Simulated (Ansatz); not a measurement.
The reference is Ge in the diamond structure (space group Fd-3m, No. 227; a = 5.6744 Å). Axes: x, y, z lie along the cube axes.

Method: Kohn–Sham DFT with the r2SCAN functional, run in Ansatz (a quantum-chemistry and plane-wave program) with PAW and 500 eV plane waves, without spin-orbit coupling.

For the base:

Shortest interatomic distance: 2.457 Å

Now apply this change: tensor shear ε_xy = +1.43 % (engineering shear γ = 0.0286); the atoms relax in the strained cell.

Problem. Predict the new stress and shortest interatomic distance.

Solution. The stress (xx, yy, zz, yz, xz, xy; compression positive) is (0.07, 0.07, 0.01, 0.00, 0.00, -1.90) GPa; the shortest interatomic distance drops by 0.0116 Å, from 2.457 Å to 2.446 Å.

Whether these cells are dynamically stable was not tested.
